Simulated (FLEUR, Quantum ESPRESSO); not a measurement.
A FLEUR input for a self-consistent single point of YbCuPb (P6_3/mmc, 6 atoms in the cell) (DFT, PBEsol, all-electron FLAPW (FLEUR), scalar-relativistic valence):

Input of the input generator:

```
YbCuPb crystal
&input film=f /
1.0000000000 0.0000000172 0.0000000000
-0.5000000149 0.8660253952 0.0000000000
0.0000000000 0.0000000000 1.5220656142
9.1181810975
1.0 1.0 1.0

6
70 0.0000000000 0.0000000000 0.5000000000
70 0.0000000000 0.0000000000 -0.0000000000
29 0.6666666667 0.3333333333 0.2500000000
29 0.3333333333 0.6666666667 0.7500000000
82 0.6666666667 0.3333333333 0.7500000000
82 0.3333333333 0.6666666667 0.2500000000

&comp jspins=1 /
&exco xctyp='PBEs' /
&kpt div1=5 div2=5 div3=3 /
&end /
```

```xml
<?xml version="1.0" encoding="UTF-8" standalone="no"?>
<fleurInput fleurInputVersion="0.39">
   <comment>
      YbCuPb crystal                                                                                      
   </comment>
   <calculationSetup>
      <cutoffs Kmax="4.1" Gmax="16.4" GmaxXC="16.4" numbands="0"/>
      <scfLoop itmax="60" minDistance="0.00001" maxIterBroyd="40" imix="Anderson" alpha="0.05" precondParam="0.0" spinf="2.0"/>
      <coreElectrons ctail="T" frcor="F" kcrel="0" coretail_lmax="0"/>
      <xcFunctional name="PBEs" relativisticCorrections="F"/>
      <magnetism jspins="1"/>
      <soc l_soc="F" theta="0.0" phi="0.0" spav="F"/>
      <expertModes spex="0" secvar="F"/>
      <geometryOptimization l_f="T" forcealpha="1.0" forcemix="BFGS" epsdisp="0.00001" epsforce="0.00001"/>
      <ldaU l_linMix="F" mixParam="0.05" spinf="1.0"/>
   </calculationSetup>
   <cell>
      <bzIntegration valenceElectrons="98.0" mode="hist" fermiSmearingEnergy="0.00367493">
         <kPointListSelection listName="default-1"/>
         <!-- k-points included here -->
         <xi:include xmlns:xi="http://www.w3.org/2001/XInclude" href="kpts.xml"> </xi:include>
      </bzIntegration>
      <!-- symmetry operations included here -->
      <xi:include xmlns:xi="http://www.w3.org/2001/XInclude" href="sym.xml"> </xi:include>
      <bulkLattice scale="1.0">
         <bravaisMatrix>
            <row-1>    9.1181810975000008     0.0000001568327149     0.0000000000000000</row-1>
            <row-2>   -4.5590906846108989     7.8965763884676079     0.0000000000000000</row-2>
            <row-3>    0.0000000000000000     0.0000000000000000    13.8784699125531681</row-3>
         </bravaisMatrix>
      </bulkLattice>
   </cell>
   <atomSpecies>
      <species name="Ytterbium (Yb)" element="Yb" atomicNumber="70">
         <mtSphere radius="2.68" gridPoints="925" logIncrement="0.014"/>
         <atomicCutoffs lmax="10" lnonsphr="8"/>
         <electronConfig flipSpins="F">
            <coreConfig>(1s1/2) (2s1/2) (2p1/2) (2p3/2) (3s1/2) (3p1/2) (3p3/2) (4s1/2) (3d3/2) (3d5/2) (4p1/2) (4p3/2) (4d3/2) (4d5/2)</coreConfig>
            <valenceConfig>(5s1/2) (5p1/2) (5p3/2) (6s1/2) (4f5/2) (4f7/2)</valenceConfig>
         </electronConfig>
         <energyParameters s="6" p="6" d="5" f="4"/>
         <lo type="SCLO" l="0" n="5" eDeriv="0"/>
         <lo type="SCLO" l="1" n="5" eDeriv="0"/>
      </species>
      <species name="Copper (Cu)" element="Cu" atomicNumber="29">
         <mtSphere radius="2.46" gridPoints="849" logIncrement="0.015"/>
         <atomicCutoffs lmax="10" lnonsphr="8"/>
         <electronConfig flipSpins="F">
            <coreConfig>(1s1/2) (2s1/2) (2p1/2) (2p3/2) (3s1/2) (3p1/2) (3p3/2)</coreConfig>
            <valenceConfig>(4s1/2) (3d3/2) (3d5/2)</valenceConfig>
            <stateOccupation state="(4s1/2)" spinUp="0.5" spinDown="0.5"/>
         </electronConfig>
         <energyParameters s="4" p="4" d="3" f="4"/>
         <lo type="HELO" l="2" n="4" eDeriv="0"/>
      </species>
      <species name="Lead (Pb)" element="Pb" atomicNumber="82">
         <mtSphere radius="2.46" gridPoints="849" logIncrement="0.016"/>
         <atomicCutoffs lmax="10" lnonsphr="8"/>
         <electronConfig flipSpins="F">
            <coreConfig>(1s1/2) (2s1/2) (2p1/2) (2p3/2) (3s1/2) (3p1/2) (3p3/2) (4s1/2) (3d3/2) (3d5/2) (4p1/2) (4p3/2) (5s1/2) (4d3/2) (4d5/2) (4f5/2) (4f7/2) (5p1/2) (5p3/2)</coreConfig>
            <valenceConfig>(6s1/2) (5d3/2) (5d5/2) (6p1/2) (6p3/2)</valenceConfig>
            <stateOccupation state="(6p1/2)" spinUp="0.3333333333333" spinDown="0.3333333333333"/>
            <stateOccupation state="(6p3/2)" spinUp="0.6666666666667" spinDown="0.6666666666667"/>
         </electronConfig>
         <energyParameters s="6" p="6" d="6" f="5"/>
         <lo type="SCLO" l="2" n="5" eDeriv="0"/>
      </species>
   </atomSpecies>
   <atomGroups>
      <atomGroup species="Ytterbium (Yb)">
         <relPos label="                   1">.0000000000 .0000000000 1.000/2.000</relPos>
         <relPos label="                   2">.0000000000 .0000000000 .0000000000</relPos>
         <force calculate="T" relaxXYZ="TTT"/>
      </atomGroup>
      <atomGroup species="Copper (Cu)">
         <relPos label="                   3">-1.000/3.000 1.000/3.000 1.000/4.000</relPos>
         <relPos label="                   4">1.000/3.000 -1.000/3.000 -1.000/4.000</relPos>
         <force calculate="T" relaxXYZ="TTT"/>
      </atomGroup>
      <atomGroup species="Lead (Pb)">
         <relPos label="                   5">-1.000/3.000 1.000/3.000 -1.000/4.000</relPos>
         <relPos label="                   6">1.000/3.000 -1.000/3.000 1.000/4.000</relPos>
         <force calculate="T" relaxXYZ="TTT"/>
      </atomGroup>
   </atomGroups>
   <output dos="F" band="F" slice="F">
      <checks vchk="F" cdinf="F"/>
      <bandDOS minEnergy="-.5*Htr" maxEnergy="0.5*Htr" sigma="0.015" storeEVData="T"/>
      <vacuumDOS vacdos="F" integ="F" star="F" nstars="0" locx1="0.0" locy1="0.0" locx2="0.0" locy2="0.0" nstm="0" tworkf="0.0"/>
      <unfoldingBand unfoldBand="F" supercellX="1" supercellY="1" supercellZ="1"/>
      <plotting iplot="0" polar="F">
         <plot TwoD="T" vec1="  1.0  0.0  0.0" vec2="  0.0  1.0  0.0" vec3="  0.0  0.0  1.0" zero="  0.0  0.0  0.0" file="plot"/>
      </plotting>
      <chargeDensitySlicing numkpt="0" minEigenval="0.0" maxEigenval="0.0" nnne="0" pallst="F"/>
      <specialOutput eonly="F"/>
      <magneticCircularDichroism mcd="F" energyLo="-10.0" energyUp="0.0"/>
   </output>
  <!-- We include the file relax.xml here to enable relaxations (see documentation) -->
  <xi:include xmlns:xi="http://www.w3.org/2001/XInclude" href="relax.xml"> <xi:fallback/> </xi:include>
</fleurInput>
```

### Question
Translate this input to Quantum ESPRESSO.

### Answer
This is the input that was run; spellings and numerical settings could be chosen otherwise.

```fortran
&control
  calculation = 'scf'
  outdir = './out'
  pseudo_dir = './'
  tprnfor = .true.
  tstress = .true.
/
&system
  ibrav = 0
  nat = 6
  ntyp = 3
  ecutwfc = 55
  ecutrho = 440
  occupations = 'smearing'
  smearing = 'fermi-dirac'
  degauss = 0.0073499
  input_dft = 'pbesol'
/
&electrons
  conv_thr = 1.0d-9
  mixing_beta = 0.7
/
ATOMIC_SPECIES
Yb   173.0540  Yb.GGA-PBE-paw-v1.0.UPF
Cu    63.5460  Cu_pbe_v1.2.uspp.F.UPF
Pb   207.2000  Pb.pbe-dn-kjpaw_psl.0.2.2.UPF
ATOMIC_POSITIONS crystal
Yb    0.00000000    0.00000000    0.50000000
Yb    0.00000000    0.00000000    0.00000000
Cu    0.66666667    0.33333333    0.25000000
Cu    0.33333333    0.66666667    0.75000000
Pb    0.66666667    0.33333333    0.75000000
Pb    0.33333333    0.66666667    0.25000000
K_POINTS automatic
5 5 3  0 0 0
CELL_PARAMETERS bohr
   9.11818110     0.00000000     0.00000000
  -4.55909055     7.89657647     0.00000000
   0.00000000     0.00000000    13.87846991
```

Basis, cutoffs, solver keys and any potentials are the target program's own. This input uses DFT, PBEsol, plane waves, SSSP 1.1.2 efficiency (PBE) pseudopotentials.

The starting cell comes from a database of computed structures (which also holds hypothetical and non-ambient phases and stackings), without a prior relaxation at this level. Its lattice was rescaled by a random factor within 2.5 % of one.
